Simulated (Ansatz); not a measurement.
Partial pair distribution functions of a relaxed model of amorphous Si$_{24}$O$_{48}$Li, broadened by 0.06 Å; density 2.13 g/cm³. Calculation: PBE, scalar-relativistic without spin-orbit coupling (plane waves to 420 eV, PAW; Ansatz, a first-principles code). The usual formal charges leave 1 electrons over, so the level spacing at the Fermi energy parts defect or band states and needn't be the band gap.

Preparation: random packing, a CHGNet melt and quench, and a DFT relaxation. O atoms were pushed apart under 1.9 Å during the dynamics, to hinder bonds among them. The hot cell started wider than the set density and was brought back towards it in steps. It is the lowest in DFT energy of 2 quenches. It is a model cell: composition and starting density were chosen by hand, and all elements were melted together. No dispersion term was used. Its density started from a set value of 2.20 and ended at 2.13 g/cm³. The quench (nominally 320 K/ps over its main leg) was far faster than any real one, so the model tends to hold more defects than a real film. Values belong to this one cell and scatter from quench to quench. The volume was free in the relaxation, at fixed shape. Stress components on the final sampling reach 1.2 GPa.

```json
[
 {"r (Å)": "1.40", "g Si-O": "0.01", "g O-Li": "0.00", "g Si-Si": "0.00", "g O-O": "0.00"},
 {"r (Å)": "1.50", "g Si-O": "1.72", "g O-Li": "0.00", "g Si-Si": "0.00", "g O-O": "0.00"},
 {"r (Å)": "1.60", "g Si-O": "15.25", "g O-Li": "0.00", "g Si-Si": "0.00", "g O-O": "0.00"},
 {"r (Å)": "1.70", "g Si-O": "10.41", "g O-Li": "0.00", "g Si-Si": "0.00", "g O-O": "0.00"},
 {"r (Å)": "1.80", "g Si-O": "0.59", "g O-Li": "0.00", "g Si-Si": "0.00", "g O-O": "0.00"},
 {"r (Å)": "1.90", "g Si-O": "0.00", "g O-Li": "0.26", "g Si-Si": "0.00", "g O-O": "0.00"},
 {"r (Å)": "2.00", "g Si-O": "0.00", "g O-Li": "3.85", "g Si-Si": "0.00", "g O-O": "0.00"},
 {"r (Å)": "2.10", "g Si-O": "0.00", "g O-Li": "4.75", "g Si-Si": "0.00", "g O-O": "0.00"},
 {"r (Å)": "2.20", "g Si-O": "0.00", "g O-Li": "2.82", "g Si-Si": "0.00", "g O-O": "0.00"},
 {"r (Å)": "2.30", "g Si-O": "0.00", "g O-Li": "0.97", "g Si-Si": "0.00", "g O-O": "0.00"},
 {"r (Å)": "2.40", "g Si-O": "0.00", "g O-Li": "0.02", "g Si-Si": "0.00", "g O-O": "0.06"},
 {"r (Å)": "2.50", "g Si-O": "0.00", "g O-Li": "0.00", "g Si-Si": "0.00", "g O-O": "1.20"},
 {"r (Å)": "2.60", "g Si-O": "0.00", "g O-Li": "0.00", "g Si-Si": "0.00", "g O-O": "5.43"},
 {"r (Å)": "2.70", "g Si-O": "0.00", "g O-Li": "0.30", "g Si-Si": "0.11", "g O-O": "6.25"},
 {"r (Å)": "2.80", "g Si-O": "0.00", "g O-Li": "1.59", "g Si-Si": "0.68", "g O-O": "2.48"},
 {"r (Å)": "2.90", "g Si-O": "0.02", "g O-Li": "1.26", "g Si-Si": "2.84", "g O-O": "0.72"},
 {"r (Å)": "3.00", "g Si-O": "0.11", "g O-Li": "1.23", "g Si-Si": "6.35", "g O-O": "0.49"},
 {"r (Å)": "3.10", "g Si-O": "0.32", "g O-Li": "0.14", "g Si-Si": "4.41", "g O-O": "0.32"},
 {"r (Å)": "3.20", "g Si-O": "0.83", "g O-Li": "0.74", "g Si-Si": "1.76", "g O-O": "0.40"},
 {"r (Å)": "3.30", "g Si-O": "1.10", "g O-Li": "2.54", "g Si-Si": "0.21", "g O-O": "0.32"},
 {"r (Å)": "3.40", "g Si-O": "1.00", "g O-Li": "1.61", "g Si-Si": "0.00", "g O-O": "0.38"},
 {"r (Å)": "3.50", "g Si-O": "0.92", "g O-Li": "0.88", "g Si-Si": "0.00", "g O-O": "0.50"},
 {"r (Å)": "3.60", "g Si-O": "1.25", "g O-Li": "0.76", "g Si-Si": "0.00", "g O-O": "0.70"},
 {"r (Å)": "3.70", "g Si-O": "1.28", "g O-Li": "0.65", "g Si-Si": "0.03", "g O-O": "0.67"},
 {"r (Å)": "3.80", "g Si-O": "1.38", "g O-Li": "1.23", "g Si-Si": "0.18", "g O-O": "0.69"},
 {"r (Å)": "3.90", "g Si-O": "1.54", "g O-Li": "1.00", "g Si-Si": "0.19", "g O-O": "0.65"},
 {"r (Å)": "4.00", "g Si-O": "1.91", "g O-Li": "0.98", "g Si-Si": "0.23", "g O-O": "0.72"},
 {"r (Å)": "4.10", "g Si-O": "1.96", "g O-Li": "1.47", "g Si-Si": "0.53", "g O-O": "0.70"},
 {"r (Å)": "4.20", "g Si-O": "1.87", "g O-Li": "0.65", "g Si-Si": "0.76", "g O-O": "0.82"},
 {"r (Å)": "4.30", "g Si-O": "1.41", "g O-Li": "0.26", "g Si-Si": "1.07", "g O-O": "0.93"},
 {"r (Å)": "4.40", "g Si-O": "0.88", "g O-Li": "1.99", "g Si-Si": "0.88", "g O-O": "0.87"},
 {"r (Å)": "4.50", "g Si-O": "0.49", "g O-Li": "2.58", "g Si-Si": "1.28", "g O-O": "0.81"},
 {"r (Å)": "4.60", "g Si-O": "0.57", "g O-Li": "1.49", "g Si-Si": "1.10", "g O-O": "1.15"},
 {"r (Å)": "4.70", "g Si-O": "0.49", "g O-Li": "1.09", "g Si-Si": "1.23", "g O-O": "1.32"},
 {"r (Å)": "4.80", "g Si-O": "0.68", "g O-Li": "1.28", "g Si-Si": "1.17", "g O-O": "1.10"},
 {"r (Å)": "4.90", "g Si-O": "0.80", "g O-Li": "0.90", "g Si-Si": "0.89", "g O-O": "1.32"},
 {"r (Å)": "5.00", "g Si-O": "0.90", "g O-Li": "0.20", "g Si-Si": "1.34", "g O-O": "1.33"},
 {"r (Å)": "5.10", "g Si-O": "0.83", "g O-Li": "0.53", "g Si-Si": "1.40", "g O-O": "1.75"},
 {"r (Å)": "5.20", "g Si-O": "0.89", "g O-Li": "0.84", "g Si-Si": "1.47", "g O-O": "1.67"}
]
```

Within 1.90 Å each Si has 4.00 O neighbours on average.
